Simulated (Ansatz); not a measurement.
System: rock-salt NaH. Method: B3LYP (VWN-RPA form) in Ansatz (PAW).

Run with plane-wave cutoff 460 eV, 10×10×10 k mesh, Fermi–Dirac smearing 0.01 eV, scalar-relativistic PAW data made under PBE.

Response to compression and expansion:

```csv
V (Å³/atom),P (GPa),direct gap at Γ (eV),smallest gap on the k mesh (eV)
13.210,1.35,16.998,5.611
13.558,0.64,16.668,5.554
13.823,0.15,16.426,5.512
14.253,-0.56,16.048,5.446
14.601,-1.05,15.756,5.395
```

The fundamental gap (5.48 eV at the equilibrium volume, with added k points) lies elsewhere than Γ–Γ.

Ansatz is a quantum-chemistry and plane-wave program.
